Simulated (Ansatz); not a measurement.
# In2S3 (I4₁/amd, No. 141)

The numbers are results of PBEsol (PAW; Ansatz, an electronic-structure program), not measurements.

Settings: plane-wave cutoff 520 eV, 6×6×6 k mesh, Fermi–Dirac smearing 0.01 eV, scalar-relativistic PAW data made under PBE.

Cell (relaxed at this level):

```cif
data_In16S24
_chemical_formula_sum 'In16 S24'
_space_group_name_H-M_alt 'P 1'
_space_group_IT_number 1
_cell_length_a 17.13477
_cell_length_b 17.13477
_cell_length_c 17.13477
_cell_angle_alpha 154.271
_cell_angle_beta 154.271
_cell_angle_gamma 36.706
loop_
_space_group_symop_operation_xyz
  'x, y, z'
loop_
_atom_site_label
_atom_site_type_symbol
_atom_site_fract_x
_atom_site_fract_y
_atom_site_fract_z
_atom_site_occupancy
In1 In 0.87500 0.12500 0.75000 1
In2 In 0.87500 0.62500 0.75000 1
In3 In 0.37500 0.12500 0.25000 1
In4 In 0.87500 0.12500 0.25000 1
In5 In 0.18841 0.45719 0.73122 1
In6 In 0.20719 0.97598 0.76878 1
In7 In 0.72598 0.45719 0.26878 1
In8 In 0.20719 0.43841 0.23122 1
In9 In 0.56159 0.79281 0.76878 1
In10 In 0.54281 0.81159 0.26878 1
In11 In 0.02402 0.79281 0.23122 1
In12 In 0.54281 0.27402 0.73122 1
In13 In 0.32947 0.32947 0.00000 1
In14 In 0.07947 0.57947 0.50000 1
In15 In 0.42053 0.92053 0.50000 1
In16 In 0.67053 0.67053 0.00000 1
S1 S 0.63289 0.37595 0.25694 1
S2 S 0.12595 0.36901 0.24306 1
S3 S 0.11901 0.37595 0.74306 1
S4 S 0.12595 0.88289 0.75694 1
S5 S 0.11711 0.87405 0.24306 1
S6 S 0.62405 0.36711 0.74306 1
S7 S 0.63099 0.87405 0.75694 1
S8 S 0.62405 0.88099 0.25694 1
S9 S 0.96267 0.20299 0.75968 1
S10 S 0.95299 0.69331 0.74032 1
S11 S 0.44331 0.20299 0.24032 1
S12 S 0.95299 0.21267 0.25968 1
S13 S 0.78733 0.04701 0.74032 1
S14 S 0.79701 0.03733 0.24032 1
S15 S 0.30669 0.04701 0.25968 1
S16 S 0.79701 0.55669 0.75968 1
S17 S 0.31064 0.53780 0.77284 1
S18 S 0.28780 0.01495 0.72716 1
S19 S 0.76495 0.53780 0.22716 1
S20 S 0.28780 0.56064 0.27284 1
S21 S 0.43936 0.71220 0.72716 1
S22 S 0.46220 0.68936 0.22716 1
S23 S 0.98505 0.71220 0.27284 1
S24 S 0.46220 0.23505 0.77284 1
```

```
Quantity                       Result
--------  ---------------------------
band gap  0.93 eV (on the SCF k mesh)
```

Note: the relaxation could not lower the start's symmetry, so the cell can be a saddle point above a distorted one.

Spin–orbit coupling is not included.

Static lattice: no zero-point or thermal effects.
